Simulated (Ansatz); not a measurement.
# Pd, response to strain

The reference is Pd in the fcc (Cu type) structure (space group Fm-3m, No. 225; a = 3.878 Å; relaxed with 0.1 eV smearing). Axes: x, y, z lie along the cube axes.

Strains are applied to the cell and any free atomic positions relax; under biaxial strain the out-of-plane vector relaxes too.

Method: Ansatz (an electronic-structure program), PBEsol, PAW, cutoff 420 eV, no SOC.

Notes on the quantities. energy relative to the base: free energy F; pressure: mean of the normal stresses, compression positive.

| variant | energy relative to the base | space group | pressure |
|---|---|---|---|
| base | 0 meV/atom | Fm-3m (No. 225) | 0.0 GPa |
| biaxial strain −1.34 %, plane normal [001], relaxed out of plane | +2.9 meV/atom | I4/mmm (No. 139) | 1.7 GPa |
| isotropic strain +4.35 % | +130 meV/atom | Fm-3m (No. 225) | -18.2 GPa |
| uniaxial strain ε_yy = −2.96 % | +10 meV/atom | I4/mmm (No. 139) | 6.7 GPa |
| uniaxial strain ε_zz = −0.83 % | +0.8 meV/atom | I4/mmm (No. 139) | 1.7 GPa |
| tensor shear ε_yz = +1.82 % | +5.3 meV/atom | Immm (No. 71) | 0.3 GPa |

Stability against distortions was not tested. The final runs are not spin-polarised. Pd lies near a magnetic instability that expansion can trigger; it was not tested.
